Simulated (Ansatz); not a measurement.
The reference is a 12-atom supercell of Ca in the fcc (Cu type) structure (space group Fm-3m, No. 225; a = 5.527 Å) at its relaxed geometry.

Computed with PBE (Ansatz, an electronic-structure program, PAW, scalar-relativistic without spin-orbit coupling).

For the base:

| Item | Value |
|---|---|
| Mean distance from the defect site to its nearest host atoms | 3.91 Å |
| Pressure | 0.0 GPa |

The change: one Ca atom is replaced by K, atoms relaxed at fixed cell, starting from a slightly rattled geometry.

Problem. Predict the new mean distance from the defect site to its nearest host atoms, largest displacement of a host atom from its site in the perfect cell and pressure.

Solution. The mean distance from the defect site to its nearest host atoms rises by 0.04 Å to 3.95 Å; the largest displacement of a host atom from its site in the perfect cell is 0.06 Å; the pressure goes from zero to 0.6 GPa.

The cell is small, so the values are those of an ordered compound at a high defect concentration; dilute-limit values will differ. The defect cell is not spin-polarised.
